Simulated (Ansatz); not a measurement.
# NbN in the rock salt structure (space group Fm-3m, No. 225)

```xyz
2
Lattice="0.0000 2.2106 2.2106 2.2106 0.0000 2.2106 2.2106 2.2106 0.0000" Properties=species:S:1:pos:R:3 pbc="T T T"
N      0.0000     0.0000     0.0000
Nb     2.2106     2.2106     2.2106
```

Calculations: plane-wave PAW DFT at the PBE level (Ansatz, a quantum-chemistry and plane-wave program, 420 eV), without spin-orbit coupling, earlier PAW set. Settings: 18×18×18 k-points, 0.05 eV Fermi–Dirac smearing.

- Volume per atom: 10.80 Å³
- Density: 8.22 g/cm³
- Band gap: zero
- Total energy: -2469.121 eV/atom (σ→0; compares only within this code and set-up)

No phonon test of stability was made. The final runs are not spin-polarised.
